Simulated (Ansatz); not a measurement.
**Pressure series in Hf**

Start from Hf in the hcp (Mg type) structure (space group P6_3/mmc, No. 194).

Hf has the hexagonal space group P6₃/mmc (No. 194), the hcp (Mg type) structure, Pearson symbol hP2. Conventional cell: a = b = 3.2042 Å, c = 5.0691 Å, α = β = 90.00°, γ = 120.00°. Hf on 2c is coordinated by 12 Hf at 3.138–3.204 Å (anticuboctahedral). (Neighbours: up to the widest gap in distance over summed covalent radii, below 1.35, at either atom.)

Cell and atoms are relaxed at each pressure.

Calculations: PBE in Ansatz (plane waves to 420 eV, PAW, without spin-orbit coupling).

```json
[
 {"P (GPa)": "-2.02", "V (Å³/atom)": "22.978"},
 {"P (GPa)": "-1.02", "V (Å³/atom)": "22.754"},
 {"P (GPa)": "0.89", "V (Å³/atom)": "22.353"},
 {"P (GPa)": "2.10", "V (Å³/atom)": "22.112"},
 {"P (GPa)": "4.50", "V (Å³/atom)": "21.668"},
 {"P (GPa)": "9.01", "V (Å³/atom)": "20.925"},
 {"P (GPa)": "15.00", "V (Å³/atom)": "20.081"},
 {"P (GPa)": "22.50", "V (Å³/atom)": "19.193"},
 {"P (GPa)": "30.00", "V (Å³/atom)": "18.444"}
]
```

Task: Fit a third-order Birch–Murnaghan equation of state.

Result: Least squares on P(V) = (3B₀/2)[(V₀/V)^(7/3) − (V₀/V)^(5/3)]·[1 + (3/4)(B₀′ − 4)((V₀/V)^(2/3) − 1)] gives V₀ = 22.54 Å³/atom, B₀ = 107 GPa and B₀′ = 3.4.

Load acts through the strain it causes; cell and atoms are relaxed under it. Whether these cells are dynamically stable was not tested. No other phases were tried under pressure. All final runs are without spin polarisation.

Ansatz is a program for electronic structure.
